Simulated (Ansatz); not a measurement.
**Pressure series in Ta2O5**

Take Ta2O5 (space group Pmmn, No. 59; a cell from a computed database, its experimental status unchecked) as the base.

```
Ta2O5
1.0
    3.83841     0.00000     0.00000
    0.00000    12.99310     0.00000
    0.00000     0.00000     3.86860
Ta O
4 10
Direct
  0.00000   0.14617   0.02128
  0.00000   0.85383   0.02128
  0.50000   0.35383   0.97872
  0.50000   0.64617   0.97872
  0.50000   0.18516   0.00198
  0.50000   0.81484   0.00198
  0.00000   0.31484   0.99802
  0.00000   0.68516   0.99802
  0.00000   0.85058   0.50732
  0.00000   0.14942   0.50732
  0.50000   0.64942   0.49268
  0.50000   0.35058   0.49268
  0.50000   0.50000   0.99543
  0.00000   0.00000   0.00457
```

Cell and atoms are relaxed at each pressure.

Level of theory: PBEsol (Ansatz, a quantum-chemistry and plane-wave program, PAW, spin-orbit coupling left out).

```
pressure (GPa)  volume per atom (Å³/atom)
--------------  -------------------------
-2                                 13.915
-1                                 13.847
0                                  13.781
0.3                                13.763
0.7                                13.737
3                                  13.598
5                                  13.485
7.5                                     ?
10                                 13.226
```

Task: Fit the third-order Birch–Murnaghan form P(V) = (3B₀/2)[(V₀/V)^(7/3) − (V₀/V)^(5/3)]·[1 + (3/4)(B₀′ − 4)((V₀/V)^(2/3) − 1)] (squares taken in P) to the rows shown and predict the withheld row.

Result: Least squares on the printed values gives V₀ = 13.782 Å³/atom, B₀ = 215 GPa, B₀′ = 6.0; this predicts 13.351 Å³/atom, and the run gives 13.352 Å³/atom, in agreement.

Load acts through the strain it causes; cell and atoms are relaxed under it. Stability against distortions was not tested. No other phases were tried under pressure.
